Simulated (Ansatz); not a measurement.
Here is the system:

```yaml
crystal:
  lattice:
    - [0.00000, 2.95233, 2.95233]
    - [2.95233, 0.00000, 2.95233]
    - [2.95233, 2.95233, 0.00000]
  atoms:
    - { symbol: In, position: [0.00000, 0.00000, 0.00000] }
    - { symbol: As, position: [0.25000, 0.25000, 0.25000] }
```

No spin polarisation.

Level of theory: Kohn–Sham DFT with the PBEsol functional, run in Ansatz (a first-principles code) with PAW and 420 eV plane waves, no spin-orbit coupling. Settings: 9×9×9 k-points, 0.05 eV Fermi–Dirac smearing.

Task: Predict the pressure, band gap and space group.

Result: 
* **Pressure**: 6.3 GPa
* **Band gap**: 0.07 eV
* **Space group**: F-43m (No. 216)

The cells carry an imposed strain or load. Whether these cells are dynamically stable was not tested. The cell was made from InAs in the zinc blende structure (space group F-43m, No. 216) by this change: isotropic strain −3.00 %. The zero or small gap of InAs can change with the level of theory.
